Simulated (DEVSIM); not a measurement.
Structure: Ru/SiO2/p-Si capacitor, at 400 K.

Layer 1 from the left is SiO2, thickness (nm) 18.0. Layer 2 from the left is Si, thickness (nm) 550, Na (cm⁻³) 5.5e17.

Metal gate on the left, work function 4.7 eV. Fixed charge at the semiconductor interface -3e11 cm⁻² (in units of +e); no interface traps.

Constants are typed, rounded textbook-type inputs, not results; the design itself was drawn at random and stands for no fabricated device. Values at 300 K; Nc and Nv go as T^1.5, mobilities as T to minus their exponent, the gap by Varshni's rule with the affinity fixed.

SiO2: gap (eV) 9, affinity (eV) 0.9, permittivity 3.9. Si: gap (eV) 1.124, affinity (eV) 4.05, permittivity 11.7, Nc (cm⁻³) 2.86e19, Nv (cm⁻³) 3.1e19, Varshni α (eV/K) 0.000473, Varshni β (K) 636.

Simulated with DEVSIM: 1D Poisson equation in equilibrium, Boltzmann statistics, complete ionisation; no quantum confinement or tunnelling. Metal contacts follow the ideal Schottky-Mott rule: no Fermi-level pinning, no interface dipoles.

### Question
What does the simulation give for the flat-band voltage?

### Answer
flat-band voltage -0.04 V.
